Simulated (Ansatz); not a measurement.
Base system: Si in the diamond structure (space group Fd-3m, No. 227; a = 5.444 Å).

Now apply this change: a negative pressure, −2 GPa.

Levels (all Ansatz, an electronic-structure program, PAW, earlier PAW set): r2SCAN (500 eV, no SOC); HSE06+SOC (420 eV, noncollinear with spin-orbit coupling).

The geometry is relaxed with r2SCAN.

| Item | Result |
|---|---|
| r2SCAN valence-band top at Γ | 0.00, 0.00, 0.00 eV |
| r2SCAN lowest conduction level above the VBM at special points | X 0.96 eV; K 1.46 eV; U 1.46 eV; Γ 2.73 eV |

Problem. How does going to HSE06+SOC change the valence-band top at Γ and lowest conduction level above the VBM at special points?

Solution. The valence-band top at Γ (three highest Kramers pairs, from the VBM) goes from 0.00, 0.00, 0.00 eV to 0.00, 0.00, -0.05 eV; the lowest conduction level above the VBM at special points changes from X 0.96 eV; K 1.46 eV; U 1.46 eV; Γ 2.73 eV to X 1.31 eV; K 1.83 eV; U 1.83 eV; Γ 3.25 eV. The threefold valence maximum splits by Δso ≈ 0.05 eV.

Single points use the geometry relaxed with r2SCAN. Their cutoffs differ, which shifts pressures a little. HSE06 gaps are upper bounds (no full band path). Differences between runs with and without spin-orbit coupling are approximate. The levels and masses belong to the bands next to the band gap. Load acts through the strain it causes; cell and atoms are relaxed under it. Whether these cells are dynamically stable was not tested.
